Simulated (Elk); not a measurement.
Band structure of HgS (F-43m, 2 atoms in the cell).

```
CELL_PARAMETERS angstrom
      0.00000     2.92500     2.92500
      2.92500     0.00000     2.92500
      2.92500     2.92500     0.00000
ATOMIC_POSITIONS crystal
  Hg 0.00000 0.00000 0.00000
  S  0.25000 0.25000 0.25000
```

Method: PBE, all-electron FP-LAPW, Elk's shipped species files, APW+lo basis with extra local orbitals (Elk).

Settings: xctype = 20; rgkmax = 7.5; swidth = 0.000367493 Ha; ngridk = 5 5 5; gmaxvr = 18 1/bohr; lmaxapw = 10; lmaxo = 8; nxlo = 2; lorbcnd = true; lradstp = 2; nrmtscf = 2; rmtscf = 0.9; lmaxi = 4; maxscl = 100.

The starting cell has typed, rounded lattice constants, without a prior relaxation at this level. Spin-orbit coupling is off. Values depend on the basis (sphere radii, cutoffs, local orbitals), which need not be converged. The run gives no clean gap (levels at the Fermi energy touch, overlap or are partly filled at this smearing), which alone does not show that the compound is a metal.

Levels in eV from the Fermi level, bands 9 to 16:
```json
[
 {"point": "Γ", "9": "-6.19", "10": "-0.47", "11": "-0.01", "12": "-0.01", "13": "-0.01", "14": "5.98", "15": "5.98", "16": "5.98"},
 {"point": "X", "9": "-5.76", "10": "-4.89", "11": "-2.36", "12": "-2.36", "13": "3.22", "14": "3.42", "15": "8.51", "16": "10.23"},
 {"point": "W", "9": "-5.41", "10": "-5.18", "11": "-2.85", "12": "-2.34", "13": "3.81", "14": "5.29", "15": "6.74", "16": "7.88"},
 {"point": "K", "9": "-5.55", "10": "-5.13", "11": "-2.90", "12": "-1.91", "13": "3.32", "14": "4.70", "15": "8.13", "16": "8.48"},
 {"point": "L", "9": "-5.78", "10": "-5.55", "11": "-0.99", "12": "-0.99", "13": "1.58", "14": "6.73", "15": "6.73", "16": "6.92"},
 {"point": "U", "9": "-5.55", "10": "-5.13", "11": "-2.90", "12": "-1.91", "13": "3.32", "14": "4.70", "15": "8.13", "16": "8.48"}
]
```

No band crosses the Fermi level by more than 0.03 eV along this path.
